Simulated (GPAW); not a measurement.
Worked example: self-consistent single point of NbFeB (P-6m2, 3 atoms in the cell) in GPAW.

Method: PBEsol, GPAW PAW datasets PBEsol (made by gpaw-setup) (plane waves; GPAW).

The change in words: lattice scaled by 0.98. Reference geometry:
```
NbFeB
1.0
    3.68503     0.00000     0.00000
   -1.84251     3.19133     0.00000
    0.00000     0.00000     2.95804
Nb Fe B
1 1 1
Cartesian
  0.00000   0.00000   0.00000
  0.00000   2.12755   1.47902
  1.84252   1.06378   1.47902
```

Reference input (self-consistent single point, DFT PBEsol, plane waves, GPAW PAW datasets PBEsol (made by gpaw-setup)): mode = pw; ecut = 900 eV; xc = PBEsol; kpts = 14 14 15; mesh shift (steps) = 0 0 0; occupations.name = fermi-dirac; occupations.width = 0.136 eV; nbands = -9; convergence.density = 1e-05 e/electron; convergence.energy = 1e-05 eV/electron; symmetry.symmorphic = false; symmetry.tolerance = 0.0005. This run's input differs from it in these lines:

```diff
@@ -5,5 +5,5 @@
 atoms = Atoms(['Nb', 'Fe', 'B'],
-              cell=[[3.685030, 0.000000, 0.000000],
-                    [-1.842515, 3.191330, 0.000000],
-                    [0.000000, 0.000000, 2.958040]],
+              cell=[[3.611329, 0.000000, 0.000000],
+                    [-1.805665, 3.127503, 0.000000],
+                    [0.000000, 0.000000, 2.898879]],
               scaled_positions=[[0.000000, 0.000000, 0.000000],
```

Output (repeated stretches shortened):

```
     iter     time        total  log10-change:
                         energy   eigst   dens
iter:   1 --:--:--   -32.339370
iter:   2 --:--:--   -30.754091   -0.93  -0.97
iter:   3 --:--:--   -29.383865   -1.24  -1.03
iter:   4 --:--:--   -28.626845   -1.35  -1.18
iter:   5 --:--:--   -28.611039   -2.69  -1.44
   [... 2 lines left out ...]
iter:   8 --:--:--   -28.532943   -3.33  -2.23
iter:   9 --:--:--   -28.529445   -3.22  -2.24
iter:  10 --:--:--   -28.527782   -3.63  -2.62
iter:  11 --:--:--   -28.527861   -4.75  -3.20
iter:  12 --:--:--   -28.527676c  -5.12  -3.29
iter:  13 --:--:--   -28.527557   -5.41  -3.47
iter:  14 --:--:--   -28.527550c  -6.36  -3.60
iter:  15 --:--:--   -28.527547c  -6.77  -3.60
iter:  16 --:--:--   -28.527568c  -7.08  -3.62
iter:  17 --:--:--   -28.527600c  -6.68  -3.68
iter:  18 --:--:--   -28.527587c  -7.32  -3.89
iter:  19 --:--:--   -28.527564c  -7.06  -4.02
iter:  20 --:--:--   -28.527563c  -8.13c -4.12
iter:  21 --:--:--   -28.527570c  -6.98  -4.15
iter:  22 --:--:--   -28.527567c  -8.00c -4.85
iter:  23 --:--:--   -28.527568c  -8.51c -4.99
iter:  24 --:--:--   -28.527569c  -9.03c -5.17c
Converged after 24 iterations.

Dipole moment: (-0.637877, 0.368278, 0.000000) |e|*Ang

Energy contributions relative to reference atoms: (reference = -139101.618944)

Kinetic:        +16.781063
Potential:      -18.542410
External:        +0.000000
XC:             -26.700318
Entropy (-ST):   -0.141828
Local:           +0.005010
SIC:             +0.000000
--------------------------
Free energy:    -28.598483
Extrapolated:   -28.527569

Showing only first 2 kpts
 Kpt  Band  Eigenvalues  Occupancy
  0    10     11.64831    1.94173
  0    11     11.64832    1.94173
  0    12     11.82726    1.79878
  0    13     15.25478    0.00000

  1    10     11.61184    1.95513
  1    11     11.61185    1.95513
  1    12     11.93113    1.61278
  1    13     15.11841    0.00000

Fermi level: 12.12516

No gap
No difference between direct/indirect transitions
Energy (eV): -28.527569

Forces in eV/Ang:
  0 Nb    0.00000    0.00000    0.00000
  1 Fe    0.00000    0.00000    0.00000
  2 B     0.00000    0.00000    0.00000

Stress tensor:
    -0.047370    -0.000000     0.000000
    -0.000000    -0.047370     0.000000
     0.000000     0.000000    -0.037033
Stress (GPa, Voigt): [-7.5895 -7.5895 -5.9333  0.      0.     -0.    ]
```

The run converged in 24 iterations. GPAW prints stress with tension positive. Against the reference run the free energy goes down by 4.7 meV/atom.

At such cutoffs GPAW's stress carries a finite-basis (Pulay) error, which enters relaxed cells too; its log prints stress with tension positive.

The starting cell comes from a database of computed structures (which also holds hypothetical and non-ambient phases and stackings), without a prior relaxation at this level. For this run, on top of that: lattice scaled by 0.98. Spin polarisation is off.

Cost on one core of a shared machine: roughly 3 min.
